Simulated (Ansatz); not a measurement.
Band structure of CoSn (P6/mmm, 6 atoms in the cell).

```
CoSn
1.0
    5.24761     0.00000     0.00000
   -2.62381     4.54457     0.00000
    0.00000     0.00000     4.18885
Co Sn
3 3
Direct
  0.00000   0.50000   0.00000
  0.50000   0.00000   0.00000
  0.50000   0.50000   0.00000
  0.66667   0.33333   0.50000
  0.33333   0.66667   0.50000
  0.00000   0.00000   0.00000
```

Method: PBE (plane waves, PAW; Ansatz, an electronic-structure program).

Settings: basis.ecutwfc = 420 eV; kpoints.mp_grid.grid = 6 6 7; hamiltonian.xc = pbe; hamiltonian.pseudopotentials = {kind: paw} (the program's default PAW files); scf.occupations.method = fermi_dirac; scf.occupations.width = 0.1 eV; kpoints.band_path.npoints = 8.

The starting cell comes from a database of computed structures (which also holds hypothetical and non-ambient phases and stackings), without a prior relaxation at this level. Its lattice was rescaled by a random factor within 2.5 % of one. Spin polarisation is off.

Levels in eV from the Fermi level, bands 43 to 50:
| point | 43 | 44 | 45 | 46 | 47 | 48 | 49 | 50 |
|---|---|---|---|---|---|---|---|---|
| Γ | -0.54 | -0.54 | -0.49 | -0.49 | 0.44 | 0.58 | 1.34 | 1.34 |
| M | -0.75 | -0.53 | -0.50 | 0.66 | 0.95 | 1.66 | 1.76 | 2.52 |
| K | -1.08 | -0.68 | -0.28 | 1.05 | 1.30 | 1.30 | 1.80 | 1.80 |
| A | -1.02 | -0.59 | -0.58 | -0.58 | -0.50 | -0.50 | -0.21 | 0.44 |
| L | -1.04 | -0.78 | -0.58 | -0.52 | -0.51 | -0.23 | 0.38 | 1.20 |
| H | -0.87 | -0.87 | -0.70 | -0.70 | -0.57 | -0.23 | 1.25 | 3.40 |

Bands cross the Fermi level along this path, so the cell is metallic at this level.

Keys are those of Ansatz 0.2.
